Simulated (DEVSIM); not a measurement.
Structure: illuminated Si n-on-p cell, one wavelength, with a back-surface field, at 300 K.

Layer 1 from the left is Si, thickness (μm) 0.280, Nd (cm⁻³) 1.4e19, τn (s) 2.7e-7, τp (s) 2.4e-7, absorption coefficient (cm⁻¹) 47000. Layer 2 from the left is Si, thickness (μm) 160, Na (cm⁻³) 2.4e17, τn (s) 3.1e-6, τp (s) 3.1e-6, absorption coefficient (cm⁻¹) 47000. Layer 3 from the left is Si, thickness (μm) 0.230, Na (cm⁻³) 1.5e18, τn (s) 3.1e-6, τp (s) 3.1e-6, absorption coefficient (cm⁻¹) 47000.

Left contact: ohmic, minority hole recombination velocity 80 cm/s. Right contact: ohmic, minority electron recombination velocity 30 cm/s. Voltage is applied to the left contact. Recombination: SRH at mid-gap, radiative, Auger. Light enters at the left, 2e16 photons cm⁻² s⁻¹, one pass, no reflection. Mobility is μmin + (μ − μmin)/(1 + (N/Nref)^α).

The device is made up for the run: typed textbook-type constants, with dimensions and the other settings drawn at random. Values at 300 K.

Si: gap (eV) 1.124, affinity (eV) 4.05, permittivity 11.7, Nc (cm⁻³) 2.86e19, Nv (cm⁻³) 3.1e19, μn (cm²/Vs) 1417, μp (cm²/Vs) 470, μn,min 52, μp,min 45, Nref,n 9.7e16, Nref,p 2.2e17, αn 0.68, αp 0.72, B (cm³/s) 4.7e-15, Cn (cm⁶/s) 2.8e-31, Cp (cm⁶/s) 9.9e-32.

Model (solved in DEVSIM): 1D drift-diffusion, Boltzmann statistics, complete ionisation; no tunnelling, impact ionisation, image-force lowering or self-heating.

Dark forward current:

| |V| (V) | |J| (A/cm²) |
|---|---|
| 0.05 | 2.465e-10 |
| 0.10 | 8.706e-10 |
| 0.15 | 2.578e-9 |
| 0.20 | 7.449e-9 |
| 0.25 | 2.221e-8 |
| 0.30 | 7.227e-8 |
| 0.35 | 2.755e-7 |
| 0.40 | 1.285e-6 |
| 0.45 | 7.168e-6 |
| 0.50 | 4.477e-5 |
| 0.55 | 0.0002962 |
| 0.60 | 0.002010 |
| 0.65 | 0.01378 |
| 0.70 | 0.09464 |
| 0.75 | 0.6362 |
| 0.80 | 3.779 |
| 0.85 | 15.73 |
| 0.90 | 44.55 |
| 0.95 | 105.0 |
| 1.00 | 226.3 |
| 1.05 | 424.6 |
| 1.10 | 691.0 |
| 1.15 | 1010 |
| 1.20 | 1370 |
| 1.25 | 1762 |
| 1.30 | 2179 |

### Question
Work out the local ideality factor n = ΔV / (kT/q · ln(J2/J1)) between the rows 0.15 and 0.20 V, 0.65 and 0.70 V, 1.25 and 1.30 V.

### Answer
kT/q = 25.85 mV. From 0.15 to 0.20 V: ln(7.449e-9/2.578e-9) = 1.061, n = 1.82. From 0.65 to 0.70 V: ln(0.09464/0.01378) = 1.927, n = 1.00, near the 1 of diffusion or emission over a barrier. From 1.25 to 1.30 V: ln(2179/1762) = 0.212, n = 9.11.

### Question
What current could the absorbed light give at most, and what share is collected?

### Answer
Σ αd = 754, so qΦ(1 − exp(−Σ αd)) = 3.20 mA/cm². The simulated short-circuit current is 3.169 mA/cm², a share of 0.99.

### Question
Estimate the open-circuit voltage by superposition: the voltage at which the dark current equals that short-circuit current.

### Answer
Interpolating ln J in the table gives 0.612 V. The simulation gives 0.612 V, the same within the digits that matter. Superposition holds where collection doesn't change with voltage.

### Question
Estimate the fill factor from FF0 = (v − ln(v + 0.72))/(v + 1), v = qVoc/(nkT), with n from the dark curve.

### Answer
The rows about Voc, 0.60 and 0.65 V, give n = 1.00, so v = 23.6 and FF0 = 0.829. The simulation gives 0.830, the same within the digits that matter.
